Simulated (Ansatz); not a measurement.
Cost and result by functional for the adsorption energy of NH3 on the 1x1 (110) surface of bcc Ta, one in a 2x2 cell, started at the site 'hollow Ta-Ta-Ta', in Ansatz (plane waves, PAW). Single points on the PBE structure, on one kind of machine; costs are rough ratios of the slab run's core time (references not counted) to the cheapest single point. r2SCAN's cost holds its higher cutoff (500 against 420 eV). Differences are taken against r2SCAN for comparison alone: no measured value is at hand, so the table doesn't rank accuracy.

Model: 20-atom slab, 6.8 Å thick at the start under the adsorbate (thin: gaps and levels are the slab's own), 5x5x1 mesh, Fermi-Dirac 0.1 eV, dipole correction, 8 atoms held, the rest relaxed; no symmetry held; no spin, no spin-orbit, no U, no dispersion correction. At the end it is bonded to Ta. In PBE it is, or lies within 0.03 eV of, the lowest of the starts that converged. These notes are the PBE run's. Adsorption energies are against NH3(g). A negative adsorption energy means that the adsorbate is more stable on the surface than in its reference.

| functional | relative cost | adsorption energy (eV) | less r2SCAN (eV) |
|---|---|---|---|
| RPBE | 1 | -0.55 | 0.35 |
| r2SCAN | 2 | -0.90 | 0.00 |
| PBE (the relaxed run's value) | – | -0.77 | 0.13 |

The values span 0.35 eV, while the single points' costs differ by a factor of roughly 2. Differences are of unrounded values.

Ansatz is a quantum-chemistry and plane-wave program.
